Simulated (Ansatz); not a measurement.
CuAu: response to strain

Take CuAu (space group P4/mmm, No. 123; relaxed with 0.1 eV smearing) as the base.

```yaml
crystal:
  lattice:
    - [2.81285, 0.00000, 0.00000]
    - [0.00000, 2.81285, 0.00000]
    - [0.00000, 0.00000, 3.59296]
  atoms:
    - { symbol: Cu, position: [0.00000, 0.00000, 0.00000] }
    - { symbol: Au, position: [0.50000, 0.50000, 0.50000] }
```

Strains are applied to the cell and any free atomic positions relax.

All numbers come from PBEsol/PAW in Ansatz (a program for electronic structure), spin-orbit coupling left out.

Notes on the quantities. energy relative to the base: free energy F; pressure: mean of the normal stresses, compression positive.

```tsv
case	shortest interatomic distance	energy relative to the base	pressure
base	2.680 Å	0 meV/atom	0.0 GPa
isotropic strain −2.00 %	2.627 Å	+30 meV/atom	12.2 GPa
isotropic strain −1.50 %	2.640 Å	+16 meV/atom	8.8 GPa
isotropic strain −1.00 %	2.653 Å	+7.2 meV/atom	5.6 GPa
isotropic strain −0.50 %	2.667 Å	+1.7 meV/atom	2.7 GPa
isotropic strain +0.50 %	2.694 Å	+1.7 meV/atom	(withheld)
isotropic strain +1.00 %	2.707 Å	+6.5 meV/atom	-4.7 GPa
isotropic strain +1.50 %	2.720 Å	+14 meV/atom	-6.8 GPa
isotropic strain +2.50 %	2.747 Å	+38 meV/atom	-10.4 GPa
isotropic strain +3.00 %	2.761 Å	+54 meV/atom	-11.9 GPa
```

Complete the table.


- isotropic strain +0.50 %, pressure: -2.5 GPa

Stability against distortions was not tested. All final runs are without spin polarisation.
